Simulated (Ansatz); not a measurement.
Results of PBEsol in Ansatz (plane waves, PAW) for CsCl-type CoGa.

Numerical settings: plane-wave cutoff 520 eV, 20×20×20 k mesh, Fermi–Dirac smearing 0.05 eV, no spin polarisation, scalar-relativistic PAW data made under PBE.

Pressure at four volumes; x = ln(V/11.452 Å³). One pressure is withheld.

```
V (Å³/atom)        x  P (GPa)
-----------  -------  -------
10.765       -0.0619        ?
10.994       -0.0408     9.01
11.452        0.0000     0.00
12.139        0.0583   -10.19
```

Pass a parabola P(x) through the three rows shown, estimate the bulk modulus and its pressure derivative near zero pressure, and predict the withheld pressure.

Slopes between the rows: (0.00 − (9.01))/(0.0000 − (-0.0408)) = -220.83 and (-10.19 − (0.00))/(0.0583 − (0.0000)) = -174.79 GPa. Their difference over the span 0.0991 is c = 46.04/0.0991 = 464.6 GPa, so P(x) = 9.01 + (-220.83)(x − (-0.0408)) + 464.6 (x − (-0.0408))(x − (0.0000)). At the middle row B = −dP/dx = −[-220.83 + 464.6 × 0.0408] = 201.9 GPa, and B′ = dB/dP = 2c/B = 4.6. At x = -0.0619 the parabola gives 14.28 GPa; the run gives 14.35 GPa. The Birch–Murnaghan fit to the energies at all volumes has B0 = 201 GPa and B′ = 4.7.

Ansatz is a quantum-chemistry and plane-wave program.
